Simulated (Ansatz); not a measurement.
Pd, response to strain

Base system: Pd in the fcc (Cu type) structure (space group Fm-3m, No. 225; a = 3.910 Å; relaxed with 0.1 eV smearing). Axes: x, y, z lie along the cube axes.

Strains are applied to the cell and any free atomic positions relax.

Computed with Ansatz (a quantum-chemistry and plane-wave program) r2SCAN, scalar-relativistic without spin-orbit coupling.

Notes on the quantities. pressure: mean of the normal stresses, compression positive; energy relative to the base: free energy F.

```json
[
 {"change": "base", "pressure": "0.0 GPa", "energy relative to the base": "0 meV/atom", "volume per atom": "14.95 Å³"},
 {"change": "tensor shear ε_xy = +0.57 %", "pressure": "0.0 GPa", "energy relative to the base": "+0.4 meV/atom", "volume per atom": "14.95 Å³"},
 {"change": "tensor shear ε_xy = +1.43 %", "pressure": "0.2 GPa", "energy relative to the base": "+2.8 meV/atom", "volume per atom": "14.95 Å³"},
 {"change": "tensor shear ε_xy = +0.29 %", "pressure": "0.0 GPa", "energy relative to the base": "+0.1 meV/atom", "volume per atom": "14.95 Å³"},
 {"change": "tensor shear ε_xy = +0.86 %", "pressure": "0.1 GPa", "energy relative to the base": "+1.0 meV/atom", "volume per atom": "14.95 Å³"},
 {"change": "tensor shear ε_xy = +2.00 %", "pressure": "0.3 GPa", "energy relative to the base": "+5.5 meV/atom", "volume per atom": "14.94 Å³"},
 {"change": "tensor shear ε_xy = +1.71 %", "pressure": "0.2 GPa", "energy relative to the base": "+4.0 meV/atom", "volume per atom": "14.94 Å³"},
 {"change": "tensor shear ε_xy = +1.14 %", "pressure": "0.1 GPa", "energy relative to the base": "+1.8 meV/atom", "volume per atom": "14.95 Å³"}
]
```

No phonon test of stability was made. The final runs are not spin-polarised. Pd has a high density of states at the Fermi level and may be magnetic at this level.
